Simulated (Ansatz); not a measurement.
Mg3PN (model structure, started from the cubic perovskite type, Pm-3m, No. 221, 5 atoms in the cell) was calculated with PBE0 in Ansatz (PAW).

Numerical settings: plane-wave cutoff 460 eV, 6×6×6 k mesh, Fermi–Dirac smearing 0.01 eV, scalar-relativistic PAW data made under PBE.

The cell is the one relaxed with PBEsol. Conventional cell: a = 4.1522 Å, b = 4.1522 Å, c = 4.1522 Å, α = 90.00°, β = 90.00°, γ = 90.00°.

```
CELL_PARAMETERS angstrom
      4.15218     0.00000     0.00000
      0.00000     4.15218     0.00000
      0.00000     0.00000     4.15218
ATOMIC_POSITIONS crystal
  P  0.00000 0.00000 0.00000
  N  0.50000 0.50000 0.50000
  Mg 0.00000 0.50000 0.50000
  Mg 0.50000 0.50000 0.00000
  Mg 0.50000 0.00000 0.50000
```

Q: List the 11 lowest band energies at Γ above −25 eV (eV, relative to the valence band maximum), grouping those that round alike.

A: At Γ: -15.62, -10.71, -3.98 (×3), 0.00 (×3), 3.17 (×2), 3.56.

Note: the run warned that its exchange threshold was loose for the stress; the relaxation could raise the start's symmetry but not lower it, so the cell can be a saddle point; cell and atoms aren't relaxed at this level (pressure -0.3 GPa).

A model structure was made by putting elements into a prototype or built by hand; it is no filed structure, need not be a known phase, and can be a saddle point held by its symmetry.

Ansatz is a quantum-chemistry and plane-wave program.
